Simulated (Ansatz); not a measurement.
## Step by step: energy of one form of AlN over another

We look at the energy of one form of AlN over another. The value is E(A) − E(B), in meV per atom.

A: AlN (wurtzite, P6₃mc), 4 atoms in the cell. Conventional cell: a = b = 3.130 Å, c = 5.017 Å, α = β = 90.00°, γ = 120.00°.

B: AlN (zinc blende, F-43m), 2 atoms in the cell. Conventional cell: a = b = c = 4.403 Å, α = β = γ = 90.00°.

Method: Ansatz (an electronic-structure program), PAW, neutral cells at 0 K with nuclei at rest, on structures from PBE. Ansatz runs with its PAW set soft_1. Other levels take these structures. The lattices are those relaxed with PBE, so at other levels the solids can be strained, which adds to the spread. A dispersion term (D3(BJ), or D4 for r2SCAN) was computed beside these levels and is taken off wherever the name lacks it.

Total energies of the cells in eV, at zero smearing width. They compare only within one column; the weights balance every element.

| cell | atoms | weight | PBE | LDA |
|---|---|---|---|---|
| A: AlN (wurtzite) | 4 | +1 | -1848.51930 | -1779.66804 |
| B: AlN (zinc blende) | 2 | −2 | -924.21677 | -889.78876 |

PBE: (-1848.51930) − 2 × (-924.21677) = -0.086 eV; dividing by 4 atoms gives -21 meV/atom.

LDA: (-1779.66804) − 2 × (-889.78876) = -0.091 eV; dividing by 4 atoms gives -23 meV/atom.

What follows from the PBE value: Against the thermal energy at 300 K, k_BT = 25.9 meV, the difference of 21.4 meV per atom is 0.83 k_BT. To turn the order at 1000 K, where k_BT = 86.2 meV, the higher one would need 0.25 k_B per atom more entropy.
